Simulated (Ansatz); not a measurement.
The starting structures come from a database of crystals and need not be the phases stable at ambient conditions.

 Where the default PAW files enter, the runs use the earlier of Ansatz's two default sets.

By PBEsol, the system below comes out a metal.

Crystal: Se (Pm-3m, simple cubic, not sure to be the ambient phase, 1 atom a cell, 21.8 Å³ an atom); planes in its conventional cell.

Calculation: PBEsol (plane waves, PAW; Ansatz, a program for electronic structure).

G/A = (e²/h) × open channels of both spins per area, as a mean over 0.1 eV about the Fermi level, without spin-orbit coupling, for the cells as given.

| plane | area (Å²) | G/A (10¹⁵ S/m²) |
|---|---|---|
| (111) | 13.5 | 1.7 |
| (001) | 7.8 | ___ |
| (110) | 11.0 | ___ |

**Question.** What belongs in the gaps?

**Answer.** 
- (001), G/A (10¹⁵ S/m²): 1.3
- (110), G/A (10¹⁵ S/m²): 1.5
